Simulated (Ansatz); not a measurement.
# Effect of pressure 4.2 GPa on HfO2

The reference is HfO2 in the fluorite structure (space group Fm-3m, No. 225; a = 5.059 Å).

Perturbation: a hydrostatic pressure of 4.2 GPa.

All numbers come from plane-wave PAW DFT at the r2SCAN level (Ansatz, a first-principles code, 500 eV), no SOC, earlier PAW set. Γ-centred 11×11×11 mesh, Fermi–Dirac width 0.05 eV.

The volume per atom falls by 0.16 Å³, from 10.79 Å³ to 10.63 Å³ and the density increases by 0.16 g/cm³, from 10.80 g/cm³ to 10.96 g/cm³. The shortest interatomic distance falls by 0.011 Å to 2.180 Å and the enthalpy H = E + PV relative to the base's energy amounts to +0.28 eV/atom. The band gap goes up by 0.04 eV, from 4.30 eV to 4.34 eV and the gap character remains direct at X. The mean gap deformation potential ΔEg/Δln V is -2.7 eV and the width of the top valence band stays essentially unchanged (1.90 eV against 1.92 eV). The electron mass goes from 1.0 mₑ along k, 0.75 mₑ across (at X) to 1.1 mₑ along k, 0.75 mₑ across (at X) and the hole mass stays 0.28 mₑ along k, 2.9 mₑ across (at X).

Cost of the whole job for the changed cell (relaxation, final SCF and bands): around 40 core-seconds (rough).

With Hf present, leaving out spin-orbit coupling can change the band edges. Load acts through the strain it causes; cell and atoms are relaxed under it. Masses are band curvatures over ±0.01 Å⁻¹ around the edge. Along k means along the line from Γ to the band edge. Whether these cells are dynamically stable was not tested. This is not the structure that HfO2 has at room temperature and ambient pressure.
